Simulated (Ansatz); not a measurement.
Migration barriers: Si-vacancy pair in bcc W, neutral cell

Defect: Si-vacancy pair (Si on one host W site, one W site vacant) in bcc W, neutral cell. These are PBE, PAW (plane waves to 420 eV; Ansatz, a quantum-chemistry and plane-wave program) values and carry that method's errors.

Cell of 36 host sites held at the relaxed PBE lattice; a 2×2×3 k-point mesh shifted by half a step; Fermi-Dirac width 0.10 eV, spin-restricted; finite-size errors left in. No zero-point or tunnelling terms. Spin-orbit coupling is left out. Forms of the defect that were not tried may lie lower.

Barriers: single points on a 3×3×5 k-point mesh shifted by half a step at the bands' geometries (they differ from the bands' own by up to 0.12 eV, and are uncertain by about as much).

```json
[
 {"Route": "direct exchange of Si with the vacancy (Si-vacancy distance between ideal sites 2.76 Å throughout)", "Start site over the lowest site run (eV)": "0.00", "Hop (Å)": "2.39", "Forward barrier (eV)": "0.29", "Backward barrier (eV)": "0.29", "Neighbours at the start": "3 W at 2.72, 3 W at 2.81, W at 2.90, 3 W at 3.04, 2 W at 3.28, W at 3.33 Å", "Neighbours at the saddle": "4 W at 2.64, 2 W at 2.65 Å", "Saddle order": "not checked, on a symmetry element", "Forward, on the band's own sampling (eV)": "0.31"},
 {"Route": "a nearby W atom hops onto the vacant site (Si-vacancy distance between ideal sites 2.76 → 3.18 Å)", "Start site over the lowest site run (eV)": "0.00", "Hop (Å)": "2.70", "Forward barrier (eV)": "1.65", "Backward barrier (eV)": "1.53", "Neighbours at the start": "Si at 3.04, Si at 3.33; 3 W at 2.74, W at 2.76, 3 W at 2.77, 2 W at 3.15, 2 W at 3.19 Å", "Neighbours at the saddle": "Si at 2.67; 2 W at 2.66, W at 2.73, 2 W at 2.75, W at 3.21, 2 W at 3.29 Å", "Saddle order": "not checked, on a symmetry element", "Forward, on the band's own sampling (eV)": "1.58"}
]
```

Paths come from nudged elastic bands with a climbing image. Of the routes that converged and passed our checks, the lowest saddle point lies 0.29 eV above the lowest of the sites run (direct exchange of Si with the vacancy (Si-vacancy distance between ideal sites 2.76 Å throughout)); other sites, such as split forms, and other routes may lie lower. A band can be held on a symmetry element, so unchecked saddle points there may be too high.

The whole set of runs took roughly 3 core-hours.
